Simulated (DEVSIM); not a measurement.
Device: Co/Si3N4/p-In0.53Ga0.47As capacitor, at 300 K.

```
layer (left to right)        material  thickness (nm)  Na (cm⁻³)
---------------------  --------------  --------------  ---------
1                               Si3N4            28.0          -
2                      In0.53Ga0.47As            1000       3e17
```

Metal gate on the left, work function 5 eV. Fixed charge at the semiconductor interface -1.5e10 cm⁻² (in units of +e); no interface traps.

This is a model device: material constants are rounded textbook-type values typed into the input, and sizes, dopings and lifetimes were drawn at random. Values at 300 K.

| parameter | Si3N4 | In0.53Ga0.47As |
|---|---|---|
| gap (eV) | 5.1 | 0.74 |
| affinity (eV) | 2.1 | 4.51 |
| permittivity | 7.5 | 13.9 |
| Nc (cm⁻³) | - | 2.1e17 |
| Nv (cm⁻³) | - | 7.7e18 |

Model (solved in DEVSIM): 1D Poisson equation in equilibrium, Boltzmann statistics, complete ionisation; no quantum confinement or tunnelling. Metal contacts follow the ideal Schottky-Mott rule: no Fermi-level pinning, no interface dipoles.

### Question
Tabulate band edges, carrier densities and field at 0.8 V on the gate.

### Answer
Energies count from the Fermi level of the right contact; mesh points crowd at the junctions.

```json
[
 {"x (μm)": "0.000", "Ec (eV)": "2.100", "Ev (eV)": "-3.000", "n (cm⁻³)": "< 1e2", "p (cm⁻³)": "< 1e2", "field (V/cm)": "250000"},
 {"x (μm)": "0.001322", "Ec (eV)": "2.134", "Ev (eV)": "-2.966", "n (cm⁻³)": "< 1e2", "p (cm⁻³)": "< 1e2", "field (V/cm)": "250000"},
 {"x (μm)": "0.003860", "Ec (eV)": "2.198", "Ev (eV)": "-2.902", "n (cm⁻³)": "< 1e2", "p (cm⁻³)": "< 1e2", "field (V/cm)": "250000"},
 {"x (μm)": "0.009204", "Ec (eV)": "2.333", "Ev (eV)": "-2.767", "n (cm⁻³)": "< 1e2", "p (cm⁻³)": "< 1e2", "field (V/cm)": "250000"},
 {"x (μm)": "0.02026", "Ec (eV)": "2.613", "Ev (eV)": "-2.487", "n (cm⁻³)": "< 1e2", "p (cm⁻³)": "< 1e2", "field (V/cm)": "250000"},
 {"x (μm)": "0.02486", "Ec (eV)": "2.729", "Ev (eV)": "-2.371", "n (cm⁻³)": "< 1e2", "p (cm⁻³)": "< 1e2", "field (V/cm)": "250000"},
 {"x (μm)": "0.02711", "Ec (eV)": "2.786", "Ev (eV)": "-2.314", "n (cm⁻³)": "< 1e2", "p (cm⁻³)": "< 1e2", "field (V/cm)": "250000"},
 {"x (μm)": "0.02858", "Ec (eV)": "0.406", "Ev (eV)": "-0.334", "n (cm⁻³)": "3.1e10", "p (cm⁻³)": "1.9e13", "field (V/cm)": "130000"},
 {"x (μm)": "0.03064", "Ec (eV)": "0.433", "Ev (eV)": "-0.307", "n (cm⁻³)": "1.1e10", "p (cm⁻³)": "5.3e13", "field (V/cm)": "120000"},
 {"x (μm)": "0.03483", "Ec (eV)": "0.481", "Ev (eV)": "-0.259", "n (cm⁻³)": "1.7e9", "p (cm⁻³)": "3.5e14", "field (V/cm)": "110000"},
 {"x (μm)": "0.04424", "Ec (eV)": "0.566", "Ev (eV)": "-0.174", "n (cm⁻³)": "6.6e7", "p (cm⁻³)": "9.0e15", "field (V/cm)": "72000"},
 {"x (μm)": "0.07484", "Ec (eV)": "0.652", "Ev (eV)": "-0.088", "n (cm⁻³)": "2300000", "p (cm⁻³)": "2.6e17", "field (V/cm)": "4400"},
 {"x (μm)": "0.1313", "Ec (eV)": "0.656", "Ev (eV)": "-0.084", "n (cm⁻³)": "2000000", "p (cm⁻³)": "3.0e17", "field (V/cm)": "≈ 0"},
 {"x (μm)": "0.2543", "Ec (eV)": "0.656", "Ev (eV)": "-0.084", "n (cm⁻³)": "2000000", "p (cm⁻³)": "3.0e17", "field (V/cm)": "≈ 0"},
 {"x (μm)": "0.6200", "Ec (eV)": "0.656", "Ev (eV)": "-0.084", "n (cm⁻³)": "2000000", "p (cm⁻³)": "3.0e17", "field (V/cm)": "≈ 0"},
 {"x (μm)": "0.8412", "Ec (eV)": "0.656", "Ev (eV)": "-0.084", "n (cm⁻³)": "2000000", "p (cm⁻³)": "3.0e17", "field (V/cm)": "≈ 0"},
 {"x (μm)": "0.9399", "Ec (eV)": "0.656", "Ev (eV)": "-0.084", "n (cm⁻³)": "2000000", "p (cm⁻³)": "3.0e17", "field (V/cm)": "≈ 0"},
 {"x (μm)": "0.9881", "Ec (eV)": "0.656", "Ev (eV)": "-0.084", "n (cm⁻³)": "2000000", "p (cm⁻³)": "3.0e17", "field (V/cm)": "≈ 0"},
 {"x (μm)": "1.014", "Ec (eV)": "0.656", "Ev (eV)": "-0.084", "n (cm⁻³)": "2000000", "p (cm⁻³)": "3.0e17", "field (V/cm)": "≈ 0"},
 {"x (μm)": "1.022", "Ec (eV)": "0.656", "Ev (eV)": "-0.084", "n (cm⁻³)": "2000000", "p (cm⁻³)": "3.0e17", "field (V/cm)": "≈ 0"},
 {"x (μm)": "1.026", "Ec (eV)": "0.656", "Ev (eV)": "-0.084", "n (cm⁻³)": "2000000", "p (cm⁻³)": "3.0e17", "field (V/cm)": "≈ 0"},
 {"x (μm)": "1.028", "Ec (eV)": "0.656", "Ev (eV)": "-0.084", "n (cm⁻³)": "2000000", "p (cm⁻³)": "3.0e17", "field (V/cm)": "≈ 0"}
]
```
